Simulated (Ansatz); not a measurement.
**Effect of uniaxial strain ε_zz = +0.65 % on hypothetical zinc blende CaO**

Start from CaO in the zinc blende structure (space group F-43m, No. 216; a = 5.213 Å; a hypothetical phase, not in the database extracts checked). Axes: x, y, z lie along the cube axes.

It is then changed as follows: the cell is stretched by 0.65 % along z with no lateral relaxation; the atoms relax in the strained cell.

Calculations: r2SCAN/PAW in Ansatz (an electronic-structure program), no SOC. Settings: 11×11×11 k-points, 0.05 eV Fermi–Dirac smearing.

| quantity | base | changed | shift |
|---|---|---|---|
| volume per atom | 17.71 Å³ | 17.82 Å³ | +0.115 Å³ |
| space group | F-43m (No. 216) | I-4m2 (No. 119) | – |
| energy relative to the base (free energy F) | 0 meV/atom | +0.2 meV/atom | +0.2 meV/atom |
| band gap | 3.76 eV | 3.73 eV | -0.03 eV |
| gap character | – | indirect, M → Γ | – |
| smallest direct gap | 4.38 eV | 4.34 eV | -0.04 eV |
| electron mass | 0.43 mₑ (at Γ) | 0.43 mₑ (at Γ) | – |
| stress (xx, yy, zz, yz, xz, xy; compression positive) | – | (-0.49, -0.49, -0.60, 0.00, 0.00, 0.00) GPa | – |

Masses are band curvatures over ±0.01 Å⁻¹ around the edge. Stability against distortions was not tested. k-point labels follow each cell's own Brillouin zone.
